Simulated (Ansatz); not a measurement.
Band structure of a sheet of TcTe2 (3 atoms in the cell).

```xyz
3
Lattice="3.6790 0.0000 0.0000 -1.8395 3.1861 0.0000 0.0000 0.0000 17.5059" Properties=species:S:1:pos:R:3 pbc="T T T"
Tc     1.8395     1.0620     8.7529
Te     0.0000     2.1241     7.0000
Te     0.0000     2.1241    10.5059
```

Method of the run: PBE (plane waves, PAW; Ansatz, a quantum-chemistry and plane-wave program).

Settings: basis.ecutwfc = 500 eV; kpoints.mp_grid.grid = 7 7 1; hamiltonian.xc = pbe; hamiltonian.pseudopotentials = {kind: paw} (the program's default PAW files); scf.occupations.method = cold; scf.occupations.width = 0.136 eV; kpoints.band_path.path = [[0.0, 0.0, 0.0], [0.5, 0.0, 0.0], [0.33333333, 0.33333333, 0.0], [0.0, 0.0, 0.0]]; kpoints.band_path.npoints = 10.

The starting cell was generated: these elements placed on a structure prototype, without a prior relaxation; it need not be a known phase or ordering of this composition. Spin-orbit coupling is off. Spin polarisation is off; with an odd number of electrons in the cell that forces a metal, and a magnetic state may lie lower.

Levels in eV from the Fermi level, bands 21 to 28:
| point | 21 | 22 | 23 | 24 | 25 | 26 | 27 | 28 |
|---|---|---|---|---|---|---|---|---|
| Γ | -2.18 | -2.18 | -1.35 | 1.66 | 1.66 | 1.88 | 1.88 | 3.16 |
| M | -2.35 | -1.65 | -1.61 | -0.20 | 0.05 | 1.92 | 2.17 | 2.87 |
| K | -3.58 | -2.53 | -1.24 | -0.55 | 0.73 | 0.82 | 2.32 | 3.93 |

Bands cross the Fermi level along this path, so the cell is metallic at this level.

Keys are those of Ansatz 0.2.
